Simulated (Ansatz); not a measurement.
The reference is VSi$_{2}$ (space group P6_222, No. 180; a = 4.566 Å, c = 6.366 Å).

All numbers come from Ansatz (a program for electronic structure), PBE, PAW, cutoff 420 eV, no SOC.

Base values:

The volume per atom is 12.77 Å³ and the c/a ratio is 1.394.

The change: a hydrostatic pressure of 45 GPa.

What does the calculation give for the volume per atom and c/a ratio after the change?

The volume per atom falls by 2.07 Å³ to 10.70 Å³; the c/a ratio rises by 0.017 to 1.411.

Load acts through the strain it causes; cell and atoms are relaxed under it. Whether these cells are dynamically stable was not tested. Competing high-pressure phases were not computed. Seeded moments were not kept for the base. The final runs are not spin-polarised. An odd electron count without spin: VSi2.
